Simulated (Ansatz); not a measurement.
# SiO2: biaxial strain −2.25 %, plane normal [001], relaxed out of plane

Base system: SiO2 (space group P3_221, No. 154; a = 5.022 Å, c = 5.510 Å). Axes: x lies along a and z along c of the hexagonal cell.

Perturbation: compressive biaxial strain of 2.25 % in the plane normal to [001], as in epitaxy on a mismatched substrate; the out-of-plane cell vector and the atoms relax.

Calculations: PBE (Ansatz, an electronic-structure program; PAW; 420 eV plane waves; spin-orbit coupling left out). k-mesh 8×8×6 (Γ-centred); smearing 0.05 eV (Fermi–Dirac).

```tsv
quantity	base	changed	shift
volume per atom	13.37 Å³	12.84 Å³	-0.53 Å³
shortest interatomic distance	1.626 Å	1.624 Å	-0.0014 Å
pressure (mean of the normal stresses, compression positive)	0.00 GPa	1.32 GPa	+1.32 GPa
band gap	5.68 eV	5.79 eV	+0.11 eV
gap character	indirect, K → Γ	indirect, K → Γ	–
smallest direct gap	6.01 eV	6.07 eV	+0.054 eV
width of the top valence band	0.57 eV	0.52 eV	-0.042 eV
electron mass	0.51 mₑ (at Γ)	0.48 mₑ out of plane, 0.51 mₑ in plane (at Γ)	–
out-of-plane strain	–	+0.49 %	–
ratio −ε⊥/ε∥	–	0.22	–
mean in-plane stress (compression positive)	–	+2.0 GPa	–
```

Masses are band curvatures over ±0.01 Å⁻¹ around the edge. Whether these cells are dynamically stable was not tested.
